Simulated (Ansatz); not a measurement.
Amorphous Ti₂₀O₄₃Lu₂, 65 atoms at 4.11 g/cm³, one PBE-relaxed geometry, zone centre. Methods: PBE, scalar-relativistic without spin-orbit coupling (Ansatz, a first-principles code); r2SCAN, scalar-relativistic without spin-orbit coupling (Ansatz); HSE06, scalar-relativistic without spin-orbit coupling (Ansatz). Plane waves to 420 eV (r2SCAN 500 eV); exact exchange is cut at the cell's faces. At PBE the levels at the filled edge of the gap are localised (band-tail or defect states). All rungs ran without spin polarisation.

The cell was made by melting and quenching with the CHGNet potential and then relaxed with DFT. O atoms were pushed apart under 1.9 Å during the dynamics, to hinder bonds among them. The hot cell started wider than the set density and was brought back towards it in steps. It is the lowest in DFT energy of 2 quenches. It is a model cell: composition and starting density were chosen by hand, and all elements were melted together. No dispersion term was used. Its density started from a set value of 4.11 and ended at 4.11 g/cm³. The quench (nominally 300 K/ps over its main leg) was far faster than any real one, so the model tends to hold more defects than a real film. Values belong to this one cell and scatter from quench to quench. The volume was held where the preparation left it and the shape relaxed, at a PBE pressure of 1.4 GPa. Stress components on the final sampling reach 1.4 GPa. On a 2×2×2 Γ-centred mesh force components of up to 0.16 eV/Å stay, since the relaxation ran on the zone centre alone.

The relaxation ran on the zone centre alone. At PBE the level gap is 2.53 eV on a 2×2×2 Γ-centred mesh, and the spacing at the zone centre alone 2.60 eV.

**Question.** What zone-centre spacing does r2SCAN give, roughly?

**Answer.** 2.95 eV (+0.34 eV against PBE).

**Question.** What zone-centre spacing does HSE06 give, roughly?

**Answer.** 4.15 eV (+1.55 eV against PBE).

The highest filled and the lowest empty state spread over these numbers of atoms (participation numbers): PBE: 9.4 and 13.4; r2SCAN: 9.0 and 13.5; HSE06: 9.1 and 15.0.
